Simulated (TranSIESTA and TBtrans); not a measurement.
System: anthraquinone-2,6-diyl held by thiolate S between two Au chains. Leads: straight Au chain, spacing 2.55 Å. Geometry: 26 atoms about the centre moved by SIESTA (PBE, SZP) to a largest force of 0.04 eV/Å, all others as built. Transport runs along z; the first 6 and the last 6 of the 42 atoms are the lead cells, repeated to infinity.

```xyz
42
Lattice="13.858 0.000 0.000 0.000 13.858 0.000 0.000 0.000 55.439" Properties=species:S:1:pos:R:3 pbc="F F T"
Au     6.929     6.929     0.000
Au     6.929     6.929     2.550
Au     6.929     6.929     5.100
Au     6.929     6.929     7.650
Au     6.929     6.929    10.200
Au     6.929     6.929    12.750
Au     6.929     6.929    15.300
Au     6.929     6.929    17.850
Au     6.961     6.960    20.383
S      4.924     6.432    21.217
C      5.648     6.197    22.869
C      6.111     4.879    23.302
C      6.686     4.687    24.595
C      6.806     5.795    25.504
C      7.440     5.547    26.857
O      7.867     4.402    27.212
C      7.532     6.763    27.775
C      8.105     6.564    29.072
C      8.206     7.660    30.017
S      8.933     7.425    31.667
C      7.744     8.978    29.585
C      7.170     9.173    28.292
C      7.050     8.068    27.378
C      6.421     8.317    26.020
O      6.001     9.460    25.647
C      6.324     7.098    25.107
C      5.748     7.295    23.812
H      6.005     4.001    22.551
H      7.098     3.681    25.008
H      8.459     5.479    29.295
H      7.851     9.855    30.338
H      6.761    10.183    27.886
H      5.396     8.382    23.593
Au     6.897     6.899    32.511
Au     6.929     6.929    35.039
Au     6.929     6.929    37.589
Au     6.929     6.929    40.139
Au     6.929     6.929    42.689
Au     6.929     6.929    45.239
Au     6.929     6.929    47.789
Au     6.929     6.929    50.339
Au     6.929     6.929    52.889
```

Run with TranSIESTA and TBtrans (open boundaries, self-consistent; PseudoDojo norm-conserving potentials, scalar-relativistic): PAO.BasisSize DZP, PAO.EnergyShift 0.15 eV, XC.Authors PBE, Mesh.Cutoff 150 Ry, ElectronicTemperature 300 K, TS.Voltage 0.0 eV, TBT.Elecs.Eta 0.001 eV, no spin polarisation.

Energies count from the leads' Fermi level. Transmissions are for one spin of a degenerate pair. The energy step is 0.02 eV; narrower resonances are cut or missed.

```tsv
E (eV)	T
-0.20	0.00780
-0.16	0.00817
-0.12	0.0112
-0.08	0.00776
-0.04	0.00594
0.00	0.00448
0.04	0.00419
0.08	0.00357
0.12	0.00293
0.16	0.00230
0.20	0.00171
```

Problem. Give the zero-bias conductance in μS and the resistance at 300 K.

Solution. At the Fermi level T = 0.00448. Averaged with −∂f/∂E over the full grid (kT = 25.9 meV) it is 0.00500. With G0 = 2e²/h = 77.48 μS, G = 0.387 μS and R = 1/G = 2580 kΩ.

Problem. Estimate the thermopower by Mott's formula S = −(π²/3)(kB²T/e) d ln T/dE from the rows at -0.04 and 0.04 eV.

Solution. d ln T/dE = -4.36 eV⁻¹ and (π²/3) kB²T/e = 7.33 μV/K · eV, so S = 32 μV/K; the full integral gives 36 μV/K. A positive sign means that T falls with energy over the thermal window.

Problem. The eigenchannels at the Fermi level transmit 0.00448. What Fano factor of the shot noise follows at low temperature and bias?

Solution. F = Σ τ(1 − τ)/Σ τ = 0.00446/0.00448 = 1.00.

The leads' channel count changes near -0.01 eV, within the thermal window, so values at the Fermi level hang on where that band edge falls. The leads are straight chains one atom wide, held at their spacing: model electrodes, not surfaces. Semilocal functionals put molecular levels too close to the Fermi level and tend to overestimate such conductances.
